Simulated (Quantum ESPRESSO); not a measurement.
Input and output of a self-consistent single point for Ru₃W (P1, 8 atoms in the cell) (Quantum ESPRESSO).

Method of the run: LDA (PZ), GBRV 1.5 ultrasoft (LDA) pseudopotentials (plane waves; Quantum ESPRESSO).

The change in words: atoms moved at random. Reference geometry:
```
CELL_PARAMETERS angstrom
      5.48625     0.00000     0.00000
     -2.74313     4.75124     0.00000
      0.00000     0.00000     4.36588
ATOMIC_POSITIONS crystal
  Ru 0.16631 0.33263 0.25000
  Ru 0.83369 0.66737 0.75000
  Ru 0.83369 0.16631 0.75000
  Ru 0.16631 0.83369 0.25000
  Ru 0.66737 0.83369 0.25000
  Ru 0.33263 0.16631 0.75000
  W  0.33333 0.66667 0.75000
  W  0.66667 0.33333 0.25000
```

Reference input (self-consistent single point, DFT, LDA (PZ), plane waves, GBRV 1.5 ultrasoft (LDA) pseudopotentials): ecutwfc = 40 Ry; ecutrho = 320 Ry; occupations = smearing; smearing = gaussian; degauss = 0.0099958 Ry; potentials = {Ru: ru_lda_v1.2.uspp.F.UPF, W: w_lda_v1.2.uspp.F.UPF}; K_POINTS = automatic 4 4 5 0 0 0; conv_thr = 1e-10 Ry. This run's input differs from it in these lines:

```diff
@@ -25,14 +25,14 @@
 CELL_PARAMETERS bohr
-  10.367516199     0.000000000     0.000000000
-  -5.183758100     8.978532403     0.000000000
+  10.367515620     0.000000000     0.000000000
+  -5.183756865     8.978532904     0.000000000
    0.000000000     0.000000000     8.250309934
 ATOMIC_POSITIONS crystal
-Ru    0.166315000    0.332630000    0.250000000
-Ru    0.833685000    0.667370000    0.750000000
-Ru    0.833685000    0.166315000    0.750000000
-Ru    0.166315000    0.833685000    0.250000000
-Ru    0.667370000    0.833685000    0.250000000
-Ru    0.332630000    0.166315000    0.750000000
-W     0.333333333    0.666666667    0.750000000
-W     0.666666667    0.333333333    0.250000000
+Ru    0.157687000    0.324440000    0.240218000
+Ru    0.814216000    0.657183000    0.748407000
+Ru    0.852105000    0.173887000    0.749372000
+Ru    0.172445000    0.836625000    0.262095000
+Ru    0.668547000    0.841404000    0.236033000
+Ru    0.329215000    0.164541000    0.747280000
+W     0.329377000    0.670923000    0.755016000
+W     0.676408000    0.330997000    0.261579000
 K_POINTS automatic
```

The program printed (abridged):

```
     Self-consistent Calculation

     iteration #  1     ecut=    40.00 Ry     beta= 0.70

     negative rho (up, down):  5.475E-01 0.000E+00

     total energy              =   -1482.35398475 Ry
     estimated scf accuracy    <       6.68638280 Ry

     iteration #  2     ecut=    40.00 Ry     beta= 0.70

     negative rho (up, down):  5.391E-01 0.000E+00

     total energy              =   -1480.86281413 Ry
     estimated scf accuracy    <      18.61838139 Ry

     iteration #  3     ecut=    40.00 Ry     beta= 0.70

     negative rho (up, down):  5.458E-01 0.000E+00

     total energy              =   -1483.72773275 Ry
     estimated scf accuracy    <      11.22530595 Ry

   [... 20 blocks of this kind left out ...]

     iteration # 24     ecut=    40.00 Ry     beta= 0.70

     negative rho (up, down):  5.468E-01 0.000E+00

     total energy              =   -1485.10422758 Ry
     estimated scf accuracy    <          9.1E-10 Ry

     iteration # 25     ecut=    40.00 Ry     beta= 0.70

     negative rho (up, down):  5.468E-01 0.000E+00
     End of self-consistent calculation

   [... 7 lines left out ...]

   [... 7 lines left out ...]

     the Fermi energy is    22.6670 ev

!    total energy              =   -1485.10422758 Ry
     estimated scf accuracy    <          2.6E-11 Ry
     smearing contrib. (-TS)   =      -0.00602339 Ry
     internal energy E=F+TS    =   -1485.09820419 Ry

     convergence has been achieved in  25 iterations

     negative rho (up, down):  5.468E-01 0.000E+00

     Forces acting on atoms (cartesian axes, Ry/au):

     atom    1 type  1   force =     0.01893730    0.03216116    0.02133586
     atom    2 type  1   force =     0.03115066    0.01766247    0.00347467
     atom    3 type  1   force =    -0.04076342   -0.00890710   -0.00822071
     atom    4 type  1   force =    -0.02153969   -0.01104524   -0.01731804
   [... lines left out ...]
     Total force =     0.091242     Total SCF correction =     0.000023
   [... lines left out ...]

     negative rho (up, down):  5.468E-01 0.000E+00
          total   stress  (Ry/bohr**3)                   (kbar)     P=     -132.65
  -0.00083285   0.00002009   0.00001517         -122.52        2.96        2.23
   0.00002009  -0.00086627   0.00003040            2.96     -127.43        4.47
   0.00001517   0.00003040  -0.00100615            2.23        4.47     -148.01

   JOB DONE.
```

The run converged in 25 iterations. Against the reference run the free energy rises by 27.0 meV/atom, the pressure goes from -14.63 to -13.27 GPa and the largest force goes from 0.105 to 1.105 eV/Å.

The starting cell comes from a database of computed structures (which also holds hypothetical and non-ambient phases and stackings), without a prior relaxation at this level. Its lattice was rescaled by a random factor within 2.5 % of one. For this run, on top of that: atoms moved at random. Spin polarisation is off. With a pressure of about -13 GPa the cell is away from its equilibrium volume at this level. Forces in this geometry exceed 1 eV/Å.

Cost on one core of a shared machine: roughly 10 min.
